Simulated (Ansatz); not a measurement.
The starting structures come from a database of crystals and need not be the phases stable at ambient conditions.

 Where the default PAW files enter, the runs use the earlier of Ansatz's two default sets.

Tunnelling through a barrier is set by its complex band structure: the current falls as exp(−2κd) with the smallest κ.

Here is the system:

```yaml
crystal:
  lattice:
    - [3.44525, 0.00000, 0.00000]
    - [0.00000, 4.51413, 0.00000]
    - [0.00000, 0.00000, 5.50446]
  atoms:
    - { symbol: Fe, position: [0.50000, 0.50000, 0.50000] }
    - { symbol: Fe, position: [0.00000, 0.00000, 0.00000] }
    - { symbol: S, position: [0.50000, 0.70041, 0.87818] }
    - { symbol: S, position: [0.50000, 0.29959, 0.12182] }
    - { symbol: S, position: [0.00000, 0.20041, 0.62182] }
    - { symbol: S, position: [0.00000, 0.79959, 0.37818] }
```

Space group of this cell: Pnnm. The cell is strained (all lengths scaled by 1.02); by PBEsol its mean pressure is -13.4 GPa.

Transport runs along the normal of the first two printed cell vectors.

The gap is the functional's own. No spin-orbit coupling. Mid-gap values are interpolated on the energy grid.

Q: Give the band gap and the smallest decay constant κ at mid-gap that Ansatz (a program for electronic structure) with PBEsol yields.

A: Gap 0.68 eV on a 10×8×6 mesh; κ = 0.234 1/Å, at (0.300, 0.000) of the in-plane reciprocal vectors. At the zone centre, at the nearest computed energy, the slowest state has κ = 0.30 1/Å.
